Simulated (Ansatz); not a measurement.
Effective masses and thermopower of GaN under load (space group P6_3mc)

```
CELL_PARAMETERS angstrom
      3.17565     0.00000     0.00000
     -1.58782     2.75019     0.00000
      0.00000     0.00000     5.24550
ATOMIC_POSITIONS crystal
  Ga 0.33333 0.66667 0.00026
  Ga 0.66667 0.33333 0.50026
  N  0.33333 0.66667 0.37474
  N  0.66667 0.33333 0.87474
```

The numbers are results of PBE with spin-orbit coupling, rigid bands (plane waves, PAW; Ansatz, a quantum-chemistry and plane-wave program), not measurements. Condition of this run: uniaxial stress along c of -4 GPa (compression positive) (the target of the relaxation). Cell: cell and atoms relaxed with PBEsol, then loaded as said.

The band gap is 1.83 eV. The electron conductivity mass (300 K, dilute) is 0.186 (x), 0.186 (y), 0.162 (z) mₑ and the hole conductivity mass (300 K, dilute) comes out as 1.24 (x), 1.24 (y), 2.1 (z) mₑ. The effective density of states N_c (300 K) is 1.8e18 cm⁻³ and the effective density of states N_v (300 K) is 7.8e19 cm⁻³. The density-of-states mass, electrons is 0.174 mₑ. The density-of-states mass, holes is 2.1 mₑ and the Seebeck coefficient, n-type 1e19 cm⁻³, 300 K comes out as -104 μV/K. The best n-type power factor at 300 K for τ = 10 fs (best axis; densities from 1e16 to 1e21 cm⁻³ tried, whether or not they can be reached) is 1.77 μW/(cm·K²) at 1e19 cm⁻³. The Seebeck coefficient, p-type 1e19 cm⁻³, 300 K is 402 μV/K.

Rigid bands; masses and Seebeck coefficients take one relaxation time τ for all states and one kind of carrier; polarons and phonon drag are left out. Geometry: cell and atoms relaxed with PBEsol.
